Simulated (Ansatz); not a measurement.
```xyz
2
Lattice="11.0000 0.0000 0.0000 0.0000 11.0000 0.0000 0.0000 0.0000 4.3395" Properties=species:S:1:pos:R:3 pbc="T T T"
Li     5.5000     5.5000     0.0000
Cl     5.5000     5.5000     2.1698
```

Levels: PBE (plane waves to 420 eV, PAW; Ansatz, a program for electronic structure); r2SCAN (plane waves to 500 eV, PAW; Ansatz); HSE06 in Ansatz. Unmarked values and the geometry are of the first. Mesh 1×1×66. No spin polarisation. Isolated but for its images some 11 Å away. A hypothetical model. Only distortions within the start's symmetry and period were free. Pairing along the axis, which can open a gap, is among the distortions not tried. HSE06 ran on a 1×1×4 mesh and at PBE's edge points. Buckling under compression is shut out by symmetry and the short period.

Question: Give the properties of this body.

Answer: 
| Quantity | Value |
|---|---|
| PBE gap | 5.89 eV, indirect, from the zone edge to Γ |
| electron mass along the axis (PBE) | 0.83 mₑ |
| hole mass along the axis (PBE) | 4.1 mₑ |
| valence and conduction edges under the vacuum level (PBE) | 7.11 and 1.22 eV |
| r2SCAN gap at this geometry | 6.76 eV |
| HSE06 gap at this geometry | 7.06 eV |
| axial stiffness dF/dε | 17 nN |
